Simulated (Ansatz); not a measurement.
```
HfS2
1.0
    3.68870     0.00000     0.00000
   -1.84435     3.19451     0.00000
    0.00000     0.00000    18.93792
Hf S
1 2
Cartesian
  0.00000   0.00000   9.46896
  0.00000   2.12967  10.89844
  1.84435   1.06484   8.03948
```

Calculation: PBE with spin-orbit coupling, rigid bands (plane waves, PAW; Ansatz, a program for electronic structure). Condition of this run: biaxial strain +1 % with spin-orbit coupling. How the cell was made: cell and atoms relaxed with PBE, then loaded as said.

What conductivity effective mass do dilute electrons have at 300 K?

0.48 mₑ.

Predict the hole conductivity mass (n e² τ/σ) at 300 K, by direction if it differs.

0.31 mₑ.

And the band gap?

1.36 eV at this level; semilocal functionals usually fall short of the measured gap.

Rigid bands, one relaxation time for all states, no polarons.

Model free-standing layer, not matched to a measured one here: monolayer HfS2.
